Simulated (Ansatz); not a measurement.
The starting structures come from a database of crystals and need not be the phases stable at ambient conditions.

 Where the default PAW files enter, the runs use the earlier of Ansatz's two default sets.

The decay constant κ of evanescent states in the gap governs leakage through a thin film.

Given:

```yaml
crystal:
  lattice:
    - [6.52097, 0.00000, 0.00000]
    - [0.00000, 6.52097, 0.00000]
    - [3.26048, -3.26048, 4.61102]
  atoms:
    - { symbol: Cd, position: [0.75000, 0.75000, 0.50000] }
    - { symbol: Cd, position: [0.00000, 0.00000, 0.00000] }
    - { symbol: In, position: [0.87500, 0.37500, 0.75000] }
    - { symbol: In, position: [0.37500, 0.37500, 0.25000] }
    - { symbol: In, position: [0.37500, 0.37500, 0.75000] }
    - { symbol: In, position: [0.37500, 0.87500, 0.25000] }
    - { symbol: O, position: [0.13825, 0.58525, 0.72350] }
    - { symbol: O, position: [0.16475, 0.61175, 0.22350] }
    - { symbol: O, position: [0.13825, 0.13825, 0.72350] }
    - { symbol: O, position: [0.61175, 0.61175, 0.22350] }
    - { symbol: O, position: [0.58525, 0.13825, 0.27650] }
    - { symbol: O, position: [0.61175, 0.16475, 0.77650] }
    - { symbol: O, position: [0.13825, 0.13825, 0.27650] }
    - { symbol: O, position: [0.61175, 0.61175, 0.77650] }
```

Space group of this cell: Fd-3m, spinel. The cell is taken as given; by LDA its mean pressure is -5.9 GPa.

Transport runs along the normal of the first two printed cell vectors, the (001) plane of the conventional cell.

The gap is the functional's own. No spin-orbit coupling. Mid-gap values are interpolated on the energy grid.

Problem. Give the band gap and the smallest decay constant κ at mid-gap that LDA (Ansatz, an electronic-structure program) yields.

Solution. Gap 0.90 eV on a 8×8×8 mesh; κ = 0.114 1/Å, at the zone centre.
